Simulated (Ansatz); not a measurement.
SiC, response to strain

The reference is SiC in the zinc blende structure (space group F-43m, No. 216; a = 4.329 Å).

Strains are applied to the cell and any free atomic positions relax.

Calculations: Kohn–Sham DFT with the LDA functional, run in Ansatz (an electronic-structure program) with PAW and 420 eV plane waves, spin-orbit coupling left out.

Candidates:
(a) isotropic strain +2.50 %
(b) isotropic strain +1.00 %
(c) isotropic strain −1.00 %
(d) isotropic strain +2.00 %

Base values:

| Quantity | Value |
|---|---|
| Width of the top valence band | 4.79 eV |

Question: Order them by width of the top valence band, highest first.

Answer: (c) isotropic strain −1.00 % (4.90 eV), (b) isotropic strain +1.00 % (4.67 eV), (d) isotropic strain +2.00 % (4.56 eV), (a) isotropic strain +2.50 % (4.50 eV)

The levels and masses belong to the bands next to the band gap. Stability against distortions was not tested.
